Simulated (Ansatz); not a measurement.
Electronic density of states of amorphous hafnium silicate (Hf$_{14}$O$_{35}$Si$_{4}$), density 7.44 g/cm³, on a 2×2×2 Γ-centred mesh with a Gaussian width of 0.1 eV; energies count from the Fermi level, whose place inside the gap is arbitrary. Cell and mesh are small, so fine structure isn't converged. Level of theory: PBE, scalar-relativistic without spin-orbit coupling (plane waves to 420 eV, PAW; Ansatz, a first-principles code). Sampling: a 2×2×2 Γ-centred mesh; Fermi-Dirac width 0.02 eV; no spin polarisation. The usual formal charges leave 2 electrons over, so the level spacing at the Fermi energy parts defect or band states and needn't be the band gap.

Preparation: random packing, a CHGNet melt and quench, and a DFT relaxation. O atoms were pushed apart under 1.9 Å during the dynamics, to hinder bonds among them. The hot cell started wider than the set density and was brought back towards it in steps. It is the lowest in DFT energy of 2 quenches. It is a model cell: composition and starting density were chosen by hand, and all elements were melted together. No dispersion term was used. Its density started from a set value of 7.44 and ended at 7.44 g/cm³. Cooling (nominally 450 K/ps over its main leg) ran many orders faster than in experiment, which tends to leave more defects and strain. One small periodic cell is one sample of the glass; other quenches scatter about these values. The volume was held where the preparation left it and the shape relaxed, at a PBE pressure of 2.1 GPa. Stress components on the final sampling reach 2.1 GPa. On a 2×2×2 Γ-centred mesh force components of up to 0.25 eV/Å stay, since the relaxation ran on the zone centre alone.

```csv
E - EF (eV),states/(eV atom)
-12.00,0.00
-11.90,0.00
-11.80,0.00
-11.70,0.00
-11.60,0.00
-11.50,0.00
-11.40,0.00
-11.30,0.01
-11.20,0.06
-11.10,0.21
-11.00,0.31
-10.90,0.15
-10.80,0.02
-10.70,0.00
-10.60,0.00
-10.50,0.00
-10.40,0.01
-10.30,0.07
-10.20,0.15
-10.10,0.12
-10.00,0.03
-9.90,0.00
-9.80,0.04
-9.70,0.16
-9.60,0.31
-9.50,0.31
-9.40,0.21
-9.30,0.16
-9.20,0.22
-9.10,0.28
-9.00,0.29
-8.90,0.25
-8.80,0.28
-8.70,0.46
-8.60,0.46
-8.50,0.38
-8.40,0.45
-8.30,0.50
-8.20,0.44
-8.10,0.47
-8.00,0.50
-7.90,0.52
-7.80,0.57
-7.70,0.72
-7.60,0.84
-7.50,0.83
-7.40,0.81
-7.30,0.79
-7.20,0.85
-7.10,0.87
-7.00,0.89
-6.90,0.88
-6.80,0.83
-6.70,0.81
-6.60,0.82
-6.50,0.81
-6.40,0.78
-6.30,0.77
-6.20,0.86
-6.10,0.88
-6.00,0.82
-5.90,0.75
-5.80,0.75
-5.70,0.82
-5.60,0.85
-5.50,0.86
-5.40,0.86
-5.30,0.95
-5.20,0.93
-5.10,0.92
-5.00,0.92
-4.90,0.77
-4.80,0.72
-4.70,0.80
-4.60,0.84
-4.50,0.79
-4.40,0.77
-4.30,0.72
-4.20,0.56
-4.10,0.42
-4.00,0.27
-3.90,0.18
-3.80,0.16
-3.70,0.12
-3.60,0.05
-3.50,0.08
-3.40,0.08
-3.30,0.02
-3.20,0.00
-3.10,0.00
-3.00,0.00
-2.90,0.00
-2.80,0.00
-2.70,0.00
-2.60,0.00
-2.50,0.00
-2.40,0.00
-2.30,0.00
-2.20,0.00
-2.10,0.00
-2.00,0.00
-1.90,0.00
-1.80,0.00
-1.70,0.00
-1.60,0.00
-1.50,0.00
-1.40,0.00
-1.30,0.00
-1.20,0.00
-1.10,0.00
-1.00,0.00
-0.90,0.00
-0.80,0.00
-0.70,0.00
-0.60,0.04
-0.50,0.12
-0.40,0.14
-0.30,0.07
-0.20,0.01
-0.10,0.00
0.00,0.00
0.10,0.00
0.20,0.00
0.30,0.03
0.40,0.10
0.50,0.22
0.60,0.28
0.70,0.38
0.80,0.43
0.90,0.45
1.00,0.50
1.10,0.54
1.20,0.52
1.30,0.48
1.40,0.58
1.50,0.59
1.60,0.55
1.70,0.60
1.80,0.64
1.90,0.66
2.00,0.58
2.10,0.61
2.20,0.69
2.30,0.71
2.40,0.72
2.50,0.69
2.60,0.62
2.70,0.58
2.80,0.55
2.90,0.60
3.00,0.68
3.10,0.64
3.20,0.63
3.30,0.61
```

The level spacing at the Fermi energy on this mesh is 0.69 eV; the broadening fills part of it in the curve.
